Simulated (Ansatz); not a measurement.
Take BiB in the zinc blende structure (space group F-43m, No. 216; a = 5.491 Å; a hypothetical phase, not in the database extracts checked) as the base.

Level of theory: r2SCAN/PAW in Ansatz (an electronic-structure program), without spin-orbit coupling.

Carriers are added at fixed cell with a uniform background; the Fermi–Dirac width is that of 300 K.

One change was made to it. Results:

```csv
quantity,base,after
Fermi level relative to the doped band's edge (positive inside the band; to 0.05 eV),–,+1.00 eV
gap character,direct at Γ,direct at Γ
gap between the host's bands,0.39 eV,0.38 eV
```

Q: Name the change that was made.
(A) electrons 1.0×10^22 cm⁻³
(B) holes 1.0×10^22 cm⁻³
(C) electrons 2.0×10^21 cm⁻³
(D) electrons 1.5×10^21 cm⁻³
(E) holes 2.0×10^21 cm⁻³

A: A, electrons 1.0×10^22 cm⁻³. For comparison, the Fermi level from band edge in the other runs: electrons 2.0×10^21 cm⁻³ gives +0.65 eV; electrons 1.5×10^21 cm⁻³ gives +0.60 eV; holes 2.0×10^21 cm⁻³ gives +0.65 eV; holes 1.0×10^22 cm⁻³ gives +1.45 eV.

Carriers are added with a uniform compensating background; total energy and stress of such cells depend on the potential's zero and are not compared; many-body gap narrowing is missing at this level. Spin-orbit coupling, missing from the scalar runs, can matter with Bi. Stability against distortions was not tested.
